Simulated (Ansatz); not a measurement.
Functionals compared on the (111) surface of rock-salt HfN in its 1x1 cell (cut with top plane Hf, bottom plane N), outermost plane spacing 1.31 Å in the ideal cut, in Ansatz (plane waves, PAW). The structure was relaxed with PBE; the other rows are single points on it, each with its references at the same level. Cutoff 420 eV (500 eV for r2SCAN). The surface energy is the mean of two unlike faces.

Set-up: 10 atoms, Hf5N5, 11.8 Å thick at the start; mesh 13x13x1; 0.1 eV smearing; dipole correction on; all atoms relaxed; symmetry of the start imposed; no spin, no spin-orbit, no U. These notes are the PBE run's.

| functional | surface energy (J/m²) | work function of the top face (eV) | rough cost of the single point |
|---|---|---|---|
| PBE | 2.49 | 4.52 | – |
| LDA | ___ | ___ | roughly 40 core-seconds |
| PBEsol | 2.90 | 4.59 | around 40 core-seconds (rough) |
| RPBE | 2.20 | 4.41 | around 40 core-seconds (rough) |
| r2SCAN | 2.54 | 4.63 | roughly 80 core-seconds |

What belongs in the gaps?


- LDA, surface energy (J/m²): 3.15
- LDA, work function of the top face (eV): 4.73

Ansatz is a first-principles code.
